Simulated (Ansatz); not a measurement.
Consider NbP in the CsCl type structure (space group Pm-3m, No. 221; a = 3.110 Å; a hypothetical phase, not in the database extracts checked).

(Cell as relaxed with PBE.)

Levels (all Ansatz, a first-principles code, PAW): PBE (420 eV, without spin-orbit coupling); PBEsol (420 eV, without spin-orbit coupling).

Each level relaxes its own structure.

```json
[
 {"base": "volume per atom", "PBE": "15.04 Å³", "PBEsol": "14.60 Å³"},
 {"base": "lattice parameter a", "PBE": "3.110 Å", "PBEsol": "3.079 Å"},
 {"base": "band gap", "PBE": "zero", "PBEsol": "zero"}
]
```

Now apply this change: a negative pressure, −1 GPa.

```csv
quantity,PBE,PBEsol
volume per atom,15.12 Å³,14.67 Å³
band gap,zero,zero
```

PBE's volume per atom lies 0.45 Å³ above PBEsol's (3.1 %); the two agree on the band gap. Neither level is exact; PBEsol is the comparison here, not a measurement.

Load acts through the strain it causes; cell and atoms are relaxed under it. Whether these cells are dynamically stable was not tested. The final runs are not spin-polarised.
